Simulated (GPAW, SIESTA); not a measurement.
A GPAW input for a self-consistent single point of Pt₃W (I4/mmm, 4 atoms in the cell) (DFT PBEsol, plane waves, GPAW PAW datasets PBEsol (made by gpaw-setup)):

```python
from ase import Atoms
from ase.units import GPa
from gpaw import GPAW, PW, FermiDirac

atoms = Atoms(['Pt', 'Pt', 'Pt', 'W'],
              cell=[[-1.908947, 1.908947, 3.937973],
                    [1.908947, -1.908947, 3.937973],
                    [1.908947, 1.908947, -3.937973]],
              positions=[[-0.000000, 1.908947, 1.968986],
                         [1.908947, 0.000000, 1.968986],
                         [0.000000, 0.000000, 3.937973],
                         [0.000000, 0.000000, 0.000000]],
              pbc=True)

calc = GPAW(mode=PW(600),
            xc='PBEsol',
            kpts={'size': (8, 8, 8), 'gamma': True},
            occupations=FermiDirac(0.1),
            nbands=-8,
            symmetry={'symmorphic': False, 'tolerance': 0.0005},
            maxiter=120)

atoms.calc = calc

energy = atoms.get_potential_energy()
print('Energy (eV):', round(energy, 6))
forces = atoms.get_forces()
print('Forces (eV/Ang):')
print(forces.round(5))
stress = atoms.get_stress()
print('Stress (GPa, Voigt):', (stress / GPa).round(4))
```

Question: Give the SIESTA input for the same structure, mesh, smearing and functional.

Answer: This is the input that was run; spellings and numerical settings could be chosen otherwise.

```
# files in the folder: Pt.psml W.psml (PseudoDojo PBEsol standard)
SystemName  Pt3W
SystemLabel pt3w

NumberOfAtoms                4
NumberOfSpecies              2
%block ChemicalSpeciesLabel
  1 78 Pt
  2 74 W
%endblock ChemicalSpeciesLabel
LatticeConstant              1.0 Ang
%block LatticeVectors
    -1.908947000    1.908947000    3.937973000
     1.908947000   -1.908947000    3.937973000
     1.908947000    1.908947000   -3.937973000
%endblock LatticeVectors
AtomicCoordinatesFormat      Bohr
%block AtomicCoordinatesAndAtomicSpecies
    -0.000000000    3.607387016    3.720845228  1
     3.607387016    0.000000000    3.720845228  1
     0.000000000    0.000000000    7.441690456  1
     0.000000000    0.000000000    0.000000000  2
%endblock AtomicCoordinatesAndAtomicSpecies

XC.functional                GGA
XC.authors                   PBEsol
PAO.BasisSize                DZP
PAO.EnergyShift              0.01 Ry
MeshCutoff                   300 Ry
%block kgrid.MonkhorstPack
    8   0   0  0.0
    0   8   0  0.0
    0   0   8  0.0
%endblock kgrid.MonkhorstPack
OccupationFunction           FD
ElectronicTemperature        1160.45 K

MaxSCFIterations             150
SCF.Mixer.Method             Pulay
SCF.Mixer.Weight             0.1
SCF.Mixer.History            6
SCF.DM.Tolerance             1.0E-04
Diag.ParallelOverK           true
WriteForces                  true
Charge.Mulliken              end
```

Basis, cutoffs, solver keys and any potentials are the target program's own. This input uses DFT, GGA PBEsol, numerical atomic orbitals DZP, PseudoDojo PBEsol standard norm-conserving potentials (rewritten from UPF to PSML). Both were run: pressure 14.90 GPa in GPAW and 12.47 in SIESTA.

On SIESTA: the starting cell comes from a database of computed structures (which also holds hypothetical and non-ambient phases and stackings), without a prior relaxation at this level. For this run, on top of that: lattice scaled by 0.98. Spin polarisation is off. Values carry the incompleteness of an atom-centred basis. With a pressure of about 12 GPa the cell is away from its equilibrium volume at this level.

On GPAW: the starting cell comes from a database of computed structures (which also holds hypothetical and non-ambient phases and stackings), without a prior relaxation at this level. For this run, on top of that: lattice scaled by 0.98. Spin polarisation is off. With a pressure of about 15 GPa the cell is away from its equilibrium volume at this level.
